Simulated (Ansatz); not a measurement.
Base system: a 16-atom supercell of ZrN in the rock salt structure (space group Fm-3m, No. 225; a = 4.553 Å) at its relaxed geometry.

Computed with DFT with PBEsol, PAW potentials and a 420 eV plane-wave cutoff in Ansatz (an electronic-structure program), spin-orbit coupling left out, earlier PAW set.

Base values:

```
Item       Result
--------  -------
Pressure  0.0 GPa
```

One thing is altered: a neutral Be on a Zr site, atoms relaxed at fixed cell, starting from a slightly rattled geometry.

Tabulated Pauling electronegativity and covalent radius: Zr 1.33, 1.75 Å; Be 1.57, 0.96 Å.

### Question
Predict the new pressure.

### Answer
The pressure goes from zero to -4.9 GPa.

### Question
Estimate the effect on the largest displacement of a host atom from its site in the perfect cell.

### Answer
The largest displacement of a host atom from its site in the perfect cell is 0.17 Å.

### Question
Predict the new shift of the substituted atom off its lattice site.

### Answer
The shift of the substituted atom off its lattice site amounts to 0.83 Å.

The cell is small, so the values are those of an ordered compound at a high defect concentration; dilute-limit values will differ. All final runs are without spin polarisation. An odd electron count without spin: ZrN. The defect cell is not spin-polarised.
